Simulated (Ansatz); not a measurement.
Ansatz (a program for electronic structure) run on RbAsF6 (R-3, 8 atoms in the cell): self-consistent single point

Computed with PBEsol, default PAW files made with PBE (plane waves; Ansatz).

The input file:

Ansatz 0.2 input:
```yaml
crystal:
  lattice:
    - [3.717460, 2.146277, 2.475880]
    - [-3.717460, 2.146277, 2.475880]
    - [0.000000, -4.292553, 2.475880]
  atoms:
    - { symbol: Rb, position: [0.500000, 0.500000, 0.500000] }
    - { symbol: As, position: [0.000000, 0.000000, 0.000000] }
    - { symbol: F, position: [0.077420, 0.712010, 0.799610] }
    - { symbol: F, position: [0.922580, 0.287990, 0.200390] }
    - { symbol: F, position: [0.799610, 0.077420, 0.712010] }
    - { symbol: F, position: [0.200390, 0.922580, 0.287990] }
    - { symbol: F, position: [0.712010, 0.799610, 0.077420] }
    - { symbol: F, position: [0.287990, 0.200390, 0.922580] }
basis:
  ecutwfc: 420.0 eV
kpoints:
  mp_grid:
    grid: [4, 4, 4]
hamiltonian:
  xc: pbesol
  pseudopotentials:
    kind: paw
scf:
  occupations:
    method: gaussian
    width: 0.01 eV
output:
  forces: true
  eigenvalues: true
  stress: true
```

Log, with long lists cut:

```
WARN ansatz: RAYON_NUM_THREADS=1 ignored (pool sized by the plan → 1); use --threads N
Pseudopotentials: kind: paw
Pseudopotential: Rb, paw, valence charge 9
Pseudopotential: As, paw, valence charge 15
Pseudopotential: F, paw, valence charge 7
Crystal: 8 atoms, lattice volume = 118.526 Å³
Basis set: ecut = 420 eV, 2307 PW (Γ), exchange–correlation on 72×72×72 points (8 copies of the dense FFT grid, shifted against one another)
Bands: 41, of which v1, the nominal top of the filled ones, is band 33 counted from 1 (32 counted from 0)
Symmetry: 6 space group operations
Space group: R-3 (ITA 148), of the structure as read, at distance tolerance 4.9e-5 Å
k-points: 14 of 64
PAW frozen core: Rb, regenerated for the run's functional, and the local potential with it
PAW frozen core: As, regenerated for the run's functional, and the local potential with it
PAW frozen core: F, regenerated for the run's functional, and the local potential with it
Initial density: superposition of atomic densities (neutral atoms: chi_scale 0, normalization atom), corrected by the library's trained network
Initial wavefunctions: pseudopotential atomic-orbital guess
Eigensolver: davidson
Functional: x = pbesol(κ = 0.804, μ = 0.12345679012345678), c = pbesol(β = 0.046)
SCF iter   1: F=—  HF=-12835.655224 eV  |F-HF|=—  |Δ(HF+E_count)|=         —  Δρ=1.20e-2  dr2=1.03e-1  ethr=1.77e-3  ⟨swp⟩=6.6  Hψ=2547  notcnv=0
all-band conjugate gradients solve this SCF's bands
preconditioner: auto → Resta (q_TF=auto, 2.475 Å⁻¹)
SCF iter   2: F=—  HF=-12835.623597 eV  |F-HF|=—  |Δ(HF+E_count)|=   3.16e-2  Δρ=1.45e-3  dr2=7.50e-4  ethr=1.56e-4  ⟨swp⟩=2.1  Hψ=1082  notcnv=0  defer=32
SCF iter   3: F=—  HF=-12835.623659 eV  |F-HF|=—  |Δ(HF+E_count)|=   6.20e-5  Δρ=6.19e-4  dr2=2.51e-4  ethr=1.14e-6  ⟨swp⟩=2.0  Hψ=1084  notcnv=0  defer=32
SCF iter   4: F=—  HF=-12835.623804 eV  |F-HF|=—  |Δ(HF+E_count)|=   1.45e-4  Δρ=2.22e-4  dr2=3.75e-5  ethr=3.81e-7  ⟨swp⟩=1.6  Hψ=600  notcnv=0  defer=32
SCF iter   5: F=—  HF=-12835.623818 eV  |F-HF|=—  |Δ(HF+E_count)|=   1.40e-5  Δρ=3.77e-5  dr2=1.77e-6  ethr=5.68e-8  ⟨swp⟩=2.5  Hψ=900  notcnv=0  defer=32
SCF iter   6: F=-12835.623821 eV  HF=-12835.623821 eV  |F-HF|=5.10e-8  |Δ(HF+E_count)|=   2.40e-6  Δρ=5.30e-6  dr2=3.47e-8  ethr=1.52e-10  ⟨swp⟩=8.9  Hψ=2898  notcnv=0
SCF 1 converged in 6 iterations: F = -12835.623821 eV  dr2 = 3.47e-8
SCF converged after 6 iterations
Free energy (F): -12835.623821 eV
Harris-Foulkes:  -12835.623821 eV  (|F-HF|=5.10e-8)
Internal energy: -12835.623821 eV  (E = F + TS)
E sigma→0 (E₀):  -12835.623821 eV
Fermi energy:    3.585202 eV
--- Per-component energies (eV) ---
  E_band       = -699.553033
  E_kinetic    = 1534.182775
  E_local      = -7506.828615  (includes V_loc(G=0)·N_el)
  E_nonlocal   = -42.083407
  E_hartree    = 3177.010719
  E_xc         = -676.715406
  E_vxc        = -820.517656  (∫ρ·V_xc dr)
  E_paw        = -5534.280127  (= ΣΔE_a)
  E_vpaw       = -218.344640  (= ΣTr[D̂ρ^β])
  E_aug_tail   = 0.012115  (compensation charges beyond the density's cutoff)
  E_ewald      = -3788.266629
  E_core_change = 1.344755  (= ΣΔE_core)
  E_smearing   = -0.000000  (= −TS)
  E_closure    = 0.000000  (closes the sum)
  Σ components = -12835.623821   (vs F -12835.623821, Δ=0.00e0)
--- Forces (eV/Å), atoms counted from 1 ---
  atom   1  Rb     0.00000000     0.00000000     0.00000000
  atom   2  As     0.00000000     0.00000000     0.00000000
  atom   3  F      0.10686282     0.03603654    -0.10746752
  atom   4  F     -0.10686282    -0.03603654     0.10746752
  atom   5  F     -0.08463997     0.07452764    -0.10746752
  atom   6  F      0.08463997    -0.07452764     0.10746752
  atom   7  F     -0.02222285    -0.11056420    -0.10746751
  atom   8  F      0.02222285     0.11056420     0.10746751
  max |Σ_I F_I| component: 4.16e-17 eV/Å
--- Stress (GPa, compression-positive) ---
        1.552695      -0.000001       0.000000
        0.000001       1.552695       0.000000
       -0.000000       0.000000       1.680322
  P = ⅓ Tr σ = 1.5952 GPa (15.952 kbar)
  The stress holds the Pulay correction. Without it, at fixed plane waves, as pw.x and ABINIT print it: P = 0.9301 GPa
--- Band table (eV; the first three rows and the last of 14) ---
  k-point 0: bands = ["-34.1340", "-34.1340", "-33.9776", "-33.9735", "-33.9735", "-21.6123", "-20.7718", "-19.8892", "-19.8589", "-19.8589", "-19.0352", "-19.0352", "-7.6418", "-5.0774", "-5.0774", "-5.0233", "-3.6869", "-3.5869", "-3.5869", [...]
  k-point 1: bands = ["-34.1341", "-34.1340", "-33.9776", "-33.9735", "-33.9735", "-21.5613", "-20.8231", "-19.8963", "-19.8709", "-19.8453", "-19.0462", "-19.0300", "-7.6263", "-5.0592", "-5.0459", "-4.9812", "-3.7564", "-3.6787", "-3.6369", [...]
  k-point 2: bands = ["-34.1341", "-34.1340", "-33.9776", "-33.9735", "-33.9734", "-21.5010", "-20.8846", "-19.9131", "-19.8717", "-19.8311", "-19.0578", "-19.0253", "-7.6122", "-5.0865", "-5.0124", "-4.8757", "-3.8536", "-3.7511", "-3.6771", [...]
  k-point 13: bands = ["-34.1341", "-34.1341", "-33.9776", "-33.9734", "-33.9734", "-21.4139", "-20.8364", "-19.9624", "-19.8754", "-19.8754", "-19.0909", "-19.0909", "-7.4578", "-5.1759", "-5.0499", "-5.0499", "-3.8038", "-3.5682", "-3.5682", [...]
```

The run converged in 6 iterations.

The starting cell comes from a database of computed structures (which also holds hypothetical and non-ambient phases and stackings), without a prior relaxation at this level. Ansatz's pressure includes its estimate of the finite-basis (Pulay) stress. Without the estimate this run gives 0.93 GPa.
